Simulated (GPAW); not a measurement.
GPAW run on AlN (F-43m, 2 atoms in the cell): self-consistent single point

Method: LDA (Perdew-Wang 92), GPAW PAW datasets LDA (gpaw-data 1.0.1) (plane waves; GPAW 25.7.0).

The input file:

```python
from ase import Atoms
from ase.units import GPa
from gpaw import GPAW, PW

atoms = Atoms(['Al', 'N'],
              cell=[[0.000000, 2.159534, 2.159534],
                    [2.159534, 0.000000, 2.159534],
                    [2.159534, 2.159534, 0.000000]],
              scaled_positions=[[0.000000, 0.000000, 0.000000],
                                [0.750000, 0.750000, 0.750000]],
              pbc=True)

calc = GPAW(mode=PW(900),
            xc='LDA',
            kpts=(9, 9, 9),
            occupations={'name': 'fixed-uniform'},
            nbands=-6,
            convergence={'forces': 0.001, 'bands': -4},
            symmetry={'symmorphic': False, 'tolerance': 0.0005},
            maxiter=120)

atoms.calc = calc

energy = atoms.get_potential_energy()
print('Energy (eV):', round(energy, 6))
forces = atoms.get_forces()
print('Forces (eV/Ang):')
print(forces.round(5))
stress = atoms.get_stress()
print('Stress (GPa, Voigt):', (stress / GPa).round(4))
```

Output (repeated stretches shortened):

```
Input parameters:
  convergence: {bands: -4,
                forces: 0.001}
  kpts: [9 9 9]
  maxiter: 120
  mode: {ecut: 900.0000000000001,
         name: pw}
  nbands: -6
  occupations: {name: fixed-uniform}
  symmetry: {symmorphic: False,
             tolerance: 0.0005}

species:
  Al:
    name: Aluminium
    Z: 13.0
    valence: 3
    core: 10
    charge: 0.0
    file: Al.LDA.gz

    # Using partial waves for Al as LCAO basis

  N:
    name: Nitrogen
    Z: 7.0
    valence: 5
    core: 2
    charge: 0.0
    file: N.LDA.gz

    # Using partial waves for N as LCAO basis

Reference energy: -8049.295751  # eV

Spin-paired calculation

Convergence criteria:
 Maximum [total energy] change in last 3 cyles: 0.0005 eV / valence electron
 Maximum integral of absolute [dens]ity change: 0.0001 electrons / valence electron
 Maximum integral of absolute [eigenst]ate change: 4e-08 eV^2 / valence electron
 Maximum change in the atomic [forces] across last 2 cycles: 0.001 eV/Ang OR
Maximum error relative to the maximum force is below inf
 Maximum number of scf [iter]ations: 120

Symmetries present (total): 24
Symmetries with fractional translations: 0
729 k-points: 9 x 9 x 9 Monkhorst-Pack grid
35 k-points in the irreducible part of the Brillouin zone
       k-points in crystal coordinates                weights
   0:     0.00000000    0.00000000    0.00000000          1/729
   1:     0.11111111    0.11111111    0.00000000          6/729
   2:     0.11111111    0.11111111    0.11111111          8/729
   [... 7 lines left out ...]
          ...
  34:     0.44444444    0.44444444    0.44444444          8/729

Wave functions: Plane wave expansion
  Cutoff energy: 900.000 eV
  Number of coefficients (min, max): 1221, 1258
  Pulay-stress correction: 0.000000 eV/Ang^3 (de/decut=0.000000)

Occupation numbers: # Uniform distribution of occupation numbers

Eigensolver

Densities:
  Coarse grid: 24*24*24 grid
  Fine grid: 48*48*48 grid
  Total Charge: 0.000000

Density mixing:
  Method: separate
  Backend: pulay
  Linear mixing parameter: 0.05
  old densities: 5
  Damping of long wavelength oscillations: 50

Hamiltonian:
  XC and Coulomb potentials evaluated on a 48*48*48 grid
  External potential:
    NoExternalPotential

Number of atoms: 2
Number of atomic orbitals: 8
Number of bands in calculation: 10
Number of valence electrons: 8
Bands to converge: 6

Density initialized from atomic densities
  8 bands from LCAO basis set
  2 bands from random numbers

Atomic positions and initial magnetic moments

Positions:
   0 Al     0.000000    0.000000    0.000000    ( 0.0000,  0.0000,  0.0000)
   1 N      3.239301    3.239301    3.239301    ( 0.0000,  0.0000,  0.0000)

Unit cell:
           periodic     x           y           z      points  spacing
  1. axis:    yes    0.000000    2.159534    2.159534    24     0.1039
  2. axis:    yes    2.159534    0.000000    2.159534    24     0.1039
  3. axis:    yes    2.159534    2.159534    0.000000    24     0.1039

  Lengths:   3.054042   3.054042   3.054042
  Angles:   60.000000  60.000000  60.000000

Effective grid spacing dv^(1/3) = 0.1134

     iter     time        total  log10-change:
                         energy   eigst   dens  force
iter:   1 --:--:--   -18.588740   +0.73
iter:   2 --:--:--   -18.036794   -0.43  -0.56
iter:   3 --:--:--   -16.468953   -0.89  -0.61
iter:   4 --:--:--   -16.431049   -1.56  -1.01
iter:   5 --:--:--   -16.391286   -1.93  -1.21
iter:   6 --:--:--   -16.392318   -3.50  -2.11
iter:   7 --:--:--   -16.392180c  -3.32  -2.05
iter:   8 --:--:--   -16.390984c  -3.68  -2.26
iter:   9 --:--:--   -16.390987c  -5.85  -3.31
iter:  10 --:--:--   -16.390976c  -6.32  -3.25
iter:  11 --:--:--   -16.390973c  -6.61  -3.53
iter:  12 --:--:--   -16.390972c  -7.12  -3.91
iter:  13 --:--:--   -16.390972c  -8.33c -4.57c
iter:  14 --:--:--   -16.390972c  -8.91c -4.91c -16.02c

Converged after 14 iterations.

Dipole moment: (1.171765, 1.171765, 1.171765) |e|*Ang

Energy contributions relative to reference atoms: (reference = -8049.295751)

Kinetic:        +21.717656
Potential:      -18.644509
External:        +0.000000
XC:             -19.564001
Entropy (-ST):   +0.000000
Local:           +0.099881
SIC:             +0.000000
--------------------------
Free energy:    -16.390972
Extrapolated:   -16.390972

Showing only first 2 kpts
 Kpt  Band  Eigenvalues  Occupancy
  0     2      6.01386    2.00000
  0     3      6.01386    2.00000
  0     4     10.59240    0.00000
  0     5     18.70661    0.00000

  1     2      5.75423    2.00000
  1     3      5.75423    2.00000
  1     4     11.55752    0.00000
  1     5     17.96666    0.00000

Fermi level: 7.73535

Gap: 3.443 eV
Transition (v -> c):
  (s=0, k=0, n=3, [0.00, 0.00, 0.00]) -> (s=0, k=30, n=4, [0.44, 0.44, 0.00])
Direct/indirect transitions are different
Direct gap: 4.579 eV
Transition at: (s=0, k=0, n=3, [0.00, 0.00, 0.00])
Energy (eV): -16.390972

Forces in eV/Ang:
  0 Al   -0.00000   -0.00000    0.00000
  1 N     0.00000   -0.00000   -0.00000

Stress tensor:
    -0.031422     0.000000     0.000000
     0.000000    -0.031422     0.000000
     0.000000     0.000000    -0.031422
Stress (GPa, Voigt): [-5.0344 -5.0344 -5.0344  0.      0.      0.    ]
```

The run converged in 14 iterations. GPAW prints stress with tension positive.

At such cutoffs GPAW's stress carries a finite-basis (Pulay) error, which enters relaxed cells too; its log prints stress with tension positive.

The starting cell comes from a database of computed structures (which also holds hypothetical and non-ambient phases and stackings), without a prior relaxation at this level. Its lattice was rescaled by a random factor within 2.5 % of one. Another mesh or the band path of this cell gives a smaller gap, so this value is not converged in the mesh.
